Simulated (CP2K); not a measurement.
Band structure of Rb (Im-3m, 1 atom in the cell).

```
Rb
1.0
    4.81965     0.00000     0.00000
   -1.60655     4.54401     0.00000
   -1.60655    -2.27200     3.93523
Rb
1
Direct
  0.00000   0.00000   0.00000
```

Method of the run: CP2K 2026.2 with PBE, GPW, DZVP-MOLOPT-SR-GTH basis, GTH-PBE potentials (GTH_POTENTIALS).

Settings: CUTOFF = 500 Ry; REL_CUTOFF = 40 Ry; SMEAR/METHOD = GAUSSIAN; SIGMA = 0.272 eV; KPOINTS/SCHEME = MONKHORST-PACK 11 11 11; XC_FUNCTIONAL = PBE; Rb/BASIS_SET = DZVP-MOLOPT-SR-GTH-q9; Rb/POTENTIAL = GTH-PBE-q9; METHOD = GPW; EPS_DEFAULT = 1e-10; EXTRAPOLATION = USE_GUESS; NGRIDS = 5; SCF_GUESS = ATOMIC; EPS_SCF = 1e-07.

The starting cell has typed, rounded lattice constants, without a prior relaxation at this level. Its lattice was rescaled by a random factor within 2.5 % of one. Values carry the incompleteness of an atom-centred basis.

Levels in eV from the Fermi level, bands 1 to 6:
```tsv
point	1	2	3	4	5	6
Γ	-29.05	-12.99	-12.99	-12.99	-1.99	3.87
H	-29.04	-13.07	-13.07	-13.07	1.35	1.35
N	-29.05	-13.10	-13.02	-12.99	0.22	0.84
P	-29.05	-13.04	-13.04	-13.04	1.34	1.34
```

Bands cross the Fermi level along this path, so the cell is metallic at this level.

Higher empty bands are left out: an atom-centred basis made for the valence describes them poorly.
